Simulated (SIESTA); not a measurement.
SIESTA run on NaSbF6 (Fm-3m, 8 atoms in the cell): self-consistent single point.

Method of the run: LDA PW92, numerical atomic orbitals TZP, PseudoDojo LDA standard norm-conserving potentials (rewritten from UPF to PSML) (SIESTA 5.4.2).

The change in words: lattice scaled by 0.98. Reference geometry:
```xyz
8
Lattice="0.0000 4.1077 4.1077 4.1077 0.0000 4.1077 4.1077 4.1077 0.0000" Properties=species:S:1:pos:R:3 pbc="T T T"
Na     4.1077     4.1077     4.1077
Sb     0.0000     0.0000     0.0000
F      4.1077     4.1077     6.3364
F      4.1077     4.1077     1.8790
F      6.3364     4.1077     4.1077
F      1.8790     4.1077     4.1077
F      4.1077     6.3364     4.1077
F      4.1077     1.8790     4.1077
```

Reference input (self-consistent single point, DFT, LDA PW92, numerical atomic orbitals TZP, PseudoDojo LDA standard norm-conserving potentials (rewritten from UPF to PSML)): XC.functional = LDA; XC.authors = PW92; potentials = PseudoDojo LDA standard; PAO.BasisSize = TZP; PAO.EnergyShift = 0.01 Ry; MeshCutoff = 400 Ry; kgrid.MonkhorstPack = 5 5 5; OccupationFunction = FD; ElectronicTemperature = 0.01 eV; MaxSCFIterations = 150; SCF.Mixer.Method = Pulay; SCF.Mixer.Weight = 0.25. This run's input differs from it in these lines:

```diff
@@ -13,5 +13,5 @@
 %block LatticeVectors
-     0.000000000    4.107730000    4.107730000
-     4.107730000    0.000000000    4.107730000
-     4.107730000    4.107730000    0.000000000
+     0.000000000    4.025575000    4.025575000
+     4.025575000    0.000000000    4.025575000
+     4.025575000    4.025575000    0.000000000
 %endblock LatticeVectors
@@ -19,10 +19,10 @@
 %block AtomicCoordinatesAndAtomicSpecies
-     4.107730000    4.107730000    4.107730000  1
+     4.025575000    4.025575000    4.025575000  1
      0.000000000    0.000000000    0.000000000  2
-     4.107730000    4.107730000    6.336419989  3
-     4.107730000    4.107730000    1.879040011  3
-     6.336419989    4.107730000    4.107730000  3
-     1.879040011    4.107730000    4.107730000  3
-     4.107730000    6.336419989    4.107730000  3
-     4.107730000    1.879040011    4.107730000  3
+     4.025575000    4.025575000    6.209690972  3
+     4.025575000    4.025575000    1.841459028  3
+     6.209690972    4.025575000    4.025575000  3
+     1.841459028    4.025575000    4.025575000  3
+     4.025575000    6.209690972    4.025575000  3
+     4.025575000    1.841459028    4.025575000  3
 %endblock AtomicCoordinatesAndAtomicSpecies
```

The program printed (abridged):

```
        iscf     Eharris(eV)        E_KS(eV)     FreeEng(eV)     dDmax    Ef(eV) dHmax(eV)
   scf:    1    -7709.426486    -7718.324639    -7718.324639  1.638001 -8.752146 10.805482
   scf:    2    -7722.909005    -7720.901493    -7720.901493  0.094863 -8.925691  5.841452
   scf:    3    -7721.928653    -7721.584096    -7721.584096  0.073263 -6.103866  1.302969
   scf:    4    -7721.640294    -7721.617459    -7721.617459  0.056474 -6.585573  0.449852
   scf:    5    -7721.613575    -7721.617466    -7721.617466  0.016614 -6.845038  0.260596
   scf:    6    -7721.618960    -7721.619944    -7721.619944  0.011531 -6.881754  0.103738
   scf:    7    -7721.620765    -7721.620474    -7721.620474  0.002838 -6.874035  0.012372
   scf:    8    -7721.620484    -7721.620481    -7721.620481  0.000426 -6.872182  0.000677
   scf:    9    -7721.620481    -7721.620481    -7721.620481  0.000071 -6.871793  0.000160
SCF Convergence by DM+H criterion
max |DM_out - DM_in|         :     0.0000709991
max |H_out - H_in|      (eV) :     0.0001602530
SCF cycle converged after 9 iterations

Using DM_out to compute the final energy and forces

siesta: E_KS(eV) =            -7721.6205

siesta: E_KS - E_eggbox =     -7721.6205

siesta: Atomic forces (eV/Ang):
     1    0.000000   -0.000000    0.000000
     2    0.000000    0.000000   -0.000000
     3    0.000000    0.000000   -2.009510
     4   -0.000000   -0.000000    2.009510
     5   -2.009510    0.000000    0.000000
     6    2.009510   -0.000000   -0.000000
     7    0.000000   -2.009510    0.000000
     8   -0.000000    2.009510   -0.000000
   Tot    0.000000    0.000000    0.000000
   Max    2.009510
   Res    1.004755    sqrt( Sum f_i^2 / 3N )
   Max    2.009510    constrained

   [... lines left out ...]
siesta: FreeEng =     -7721.620481
   [... lines left out ...]
siesta:    -0.041327    0.000000    0.000000
siesta:     0.000000   -0.041327    0.000000
siesta:     0.000000    0.000000   -0.041327

siesta: Cell volume =        130.470931 Ang**3

siesta: Pressure (static):
siesta:                Solid            Molecule  Units
siesta:           0.00045011          0.00118287  Ry/Bohr**3
siesta:           0.04132675          0.10860614  eV/Ang**3
siesta:          66.21274751        174.00621712  kBar
```

The run converged in 9 iterations. Against the reference run the free energy goes up by 20.4 meV/atom, the pressure goes from 0.18 to 6.62 GPa, the largest force goes from 0.851 to 2.010 eV/Å and the gap on the mesh goes from 4.901 to 5.518 eV.

The starting cell comes from a database of computed structures (which also holds hypothetical and non-ambient phases and stackings), without a prior relaxation at this level. Its lattice was rescaled by a random factor within 2.5 % of one. For this run, on top of that: lattice scaled by 0.98. Spin-orbit coupling is off. Values carry the incompleteness of an atom-centred basis. With a pressure of about 7 GPa the cell is away from its equilibrium volume at this level. Forces in this geometry exceed 1 eV/Å.
